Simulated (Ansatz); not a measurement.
The starting structures come from a database of crystals and need not be the phases stable at ambient conditions.

By PBEsol, the system below comes out a metal.

The ballistic (Sharvin) conductance counts the channels at the Fermi level: G/A = (e²/h) × channels of both spins per area.

```
CELL_PARAMETERS angstrom
      2.79205     0.00000     0.00000
     -1.39603     2.41799     0.00000
      0.00000     0.00000     4.46992
ATOMIC_POSITIONS crystal
  Mo 0.00000 0.00000 0.00000
  Ir 0.33333 0.66667 0.50000
```

Space group of this cell: P-6m2. The cell is taken as given; by PBEsol its mean pressure is -11.4 GPa.

The current flows along the normal of the first two printed cell vectors, the (001) plane of the conventional cell. No spin-orbit coupling; the value is a mean over 0.1 eV about the Fermi level.

**Question.** Predict the ballistic conductance per area from PBEsol in Ansatz (a first-principles code).

**Answer.** 1.1 × 10¹⁵ S/m² for both spins.
